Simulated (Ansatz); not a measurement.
We consider B20 (FeSi-type) CoSi, described by PBEsol (Ansatz, a program for electronic structure, plane waves, PAW).

Run with plane-wave cutoff 520 eV, 12×12×12 k mesh, Fermi–Dirac smearing 0.05 eV, no spin polarisation, scalar-relativistic PAW data made under PBE.

Energies at three volumes about the minimum:

```
V (Å³/atom)  E − E_lowest (meV/atom)
-----------  -----------------------
10.334                          3.30
10.545                          0.00
10.756                          3.05
```

**Question.** Fit a parabola by hand: where is the minimum, what lattice constant follows, and what is the bulk modulus?

**Answer.** Slopes: (0.00 − 3.30)/(10.545 − 10.334) = -15.640 and (3.05 − 0.00)/(10.756 − 10.545) = 14.455 meV/Å³. Curvature E″ = 2 × (14.455 − (-15.640))/(10.756 − 10.334) = 142.630 meV/Å⁶. From the middle of the first interval, the slope vanishes at V0 = 10.4395 − (-15.640)/142.630 = 10.549 Å³/atom. B = V0 E″ = 10.549 × 142.630 meV/Å³ × 0.1602 GPa per meV/Å³ = 241 GPa. With 8 atoms in the cube, a = (8 × 10.549)^(1/3) = 4.386 Å. The full Birch–Murnaghan fit to all volumes gives V0 = 10.545 Å³/atom and B0 = 241 GPa.

Shape and atoms are relaxed at each volume.

Measured, for comparison: bulk modulus 207 GPa (temperature not stated, no zero-point or thermal correction; as tabulated in Electronic Structure of B20 (FeSi-Type) Transition-Metal Monosilicides …); lattice constant a 4.444 Å (temperature not stated, no zero-point or thermal correction; as tabulated in Wikipedia's data pages). Computed less measured: bulk modulus +16 %.
